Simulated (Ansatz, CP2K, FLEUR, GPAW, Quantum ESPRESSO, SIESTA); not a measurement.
One structure in several programs: In3Cl (P1, 8 atoms in the cell)

Self-consistent single point, at a second geometry (atoms moved at random). First geometry:

```xyz
8
Lattice="6.6613 0.0000 0.0000 -3.3306 5.7688 0.0000 0.0000 0.0000 6.1936" Properties=species:S:1:pos:R:3 pbc="T T T"
In     1.6497     0.9524     4.6452
In     1.6810     4.8164     1.5484
In     0.0000     1.9049     1.5484
In     3.3306     3.8640     4.6452
In     5.0116     0.9524     4.6452
In    -1.6810     4.8164     1.5484
Cl     3.3306     1.9229     1.5484
Cl     0.0000     3.8459     4.6452
```

Second geometry:
```
In3Cl
1.0
    6.66129     0.00000     0.00000
   -3.33064     5.76884     0.00000
    0.00000     0.00000     6.19359
In Cl
6 2
Direct
  0.32513   0.17153   0.74601
  0.67148   0.83985   0.24650
  0.16546   0.33076   0.25298
  0.84070   0.66354   0.75599
  0.84128   0.17645   0.75522
  0.17225   0.83783   0.25005
  0.65354   0.31927   0.24518
  0.33016   0.66076   0.74808
```

Shared settings, as Ansatz (a program for electronic structure) writes them: kpoints.mp_grid.grid = 3 3 3; scf.occupations.method = fermi_dirac; scf.occupations.width = 0.1 eV. Potentials and cutoffs stand in the table.

```
code                                                                                                                                 model  ΔF from the first geometry (meV/atom)  pressure (GPa)  largest force (eV/Å)           cutoff
----------------  ------------------------------------------------------------------------------------------------------------------------  -------------------------------------  --------------  --------------------  ---------------
FLEUR                                                     LDA (Vosko-Wilk-Nusair), all-electron FLAPW (FLEUR), scalar-relativistic valence                                   -0.1               –                 0.185  Kmax 3.8 1/bohr
Ansatz                                                                                                 LDA (PW92), PAW files made with PBE                                   -0.2           -4.21                 0.190          default
GPAW                                                                         LDA (Perdew-Wang 92), GPAW PAW datasets LDA (gpaw-data 1.0.1)                                   -0.3           -4.39                 0.186           600 eV
CP2K                                                  LDA (Pade form), GPW, DZVP-MOLOPT-SR-GTH basis, GTH-PADE potentials (GTH_POTENTIALS)                                   -0.1           -3.98                 0.198      grid 500 Ry
Quantum ESPRESSO                                                    LDA (PW92), PseudoDojo standard norm-conserving (LDA) pseudopotentials                                   -0.2           -4.23                 0.190            70 Ry
SIESTA            LDA PW92, numerical atomic orbitals TZP, PseudoDojo LDA standard norm-conserving potentials (rewritten from UPF to PSML)                                    0.0           -4.39                 0.278      grid 400 Ry
```

Size of the force on each atom (eV/Å): Sizes of forces hide their directions.

| code | In1 | In2 | In3 | In4 | In5 | In6 | Cl7 | Cl8 |
|---|---|---|---|---|---|---|---|---|
| FLEUR | 0.184 | 0.143 | 0.185 | 0.087 | 0.154 | 0.149 | 0.012 | 0.026 |
| Ansatz | 0.189 | 0.148 | 0.190 | 0.091 | 0.157 | 0.153 | 0.006 | 0.021 |
| GPAW | 0.183 | 0.145 | 0.186 | 0.091 | 0.154 | 0.152 | 0.005 | 0.020 |
| CP2K | 0.198 | 0.157 | 0.198 | 0.099 | 0.167 | 0.162 | 0.017 | 0.031 |
| Quantum ESPRESSO | 0.189 | 0.148 | 0.190 | 0.092 | 0.157 | 0.154 | 0.007 | 0.021 |
| SIESTA | 0.278 | 0.211 | 0.268 | 0.133 | 0.226 | 0.210 | 0.021 | 0.034 |

A dash marks a value that a program does not give, or that is left out as unsure.

No clean gap comes from Ansatz, GPAW, CP2K, Quantum ESPRESSO and SIESTA: levels at the Fermi energy touch, overlap or are partly filled at this smearing.

The spread over the programs that give each value: ΔF from the first geometry within 0.3 meV/atom; pressure within 0.41 GPa; largest force within 0.093 eV/Å.

CP2K and SIESTA use small atom-centred bases, whose incompleteness enters pressures, forces and empty levels differently from a plane-wave cutoff. FLEUR treats all electrons, but the usual bases taken here (sphere radii, linearisation, local orbitals, empty states) were not tested for convergence, so the values are no reference for the others. Ansatz's pressure is given at a fixed set of plane waves, as the other plane-wave codes print theirs. In the force vectors, SIESTA (by 0.090) lies more than 0.08 eV/Å from the median of the plane-wave programs.

The shared mesh is coarse (it stands for a supercell whose shortest vector is 19 Å), so the values are not converged in it.

The starting cell comes from a database of computed structures (which also holds hypothetical and non-ambient phases and stackings), without a prior relaxation at this level. Its lattice was rescaled by a random factor within 2.5 % of one. For this run, on top of that: atoms moved at random.

Keys are those of Ansatz 0.2.
